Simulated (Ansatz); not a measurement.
The parent structure is Mg$_{2}$Si (space group Fm-3m, No. 225; a = 6.3261 Å).

Perturbation: an isotropic linear strain of −0.34 %, atoms relaxed at fixed cell.

Level of theory: PBEsol (Ansatz, a quantum-chemistry and plane-wave program; PAW; 420 eV plane waves; scalar-relativistic without spin-orbit coupling).

Base, band edges from the VBM (valence, conduction): X -1.96, 0.12; W -2.71, 2.62; L -0.70, 1.28; Γ 0.00, 1.87; K -1.64, 0.65; U -1.64, 0.65 eV.

Question: Give the band edges at the high-symmetry points of the new zone, measured from its valence-band maximum.

Answer: 
```json
[
 {"point": "Γ", "valence edge (eV)": "0.00", "conduction edge (eV)": "1.93"},
 {"point": "X", "valence edge (eV)": "-1.98", "conduction edge (eV)": "0.10"},
 {"point": "U", "valence edge (eV)": "-1.65", "conduction edge (eV)": "0.65"},
 {"point": "K", "valence edge (eV)": "-1.65", "conduction edge (eV)": "0.65"},
 {"point": "L", "valence edge (eV)": "-0.71", "conduction edge (eV)": "1.32"},
 {"point": "W", "valence edge (eV)": "-2.73", "conduction edge (eV)": "2.62"}
]
```

The gap is 0.10 eV, indirect, Γ → X.

No phonon test of stability was made. The zero or small gap of Mg2Si can change with the level of theory.
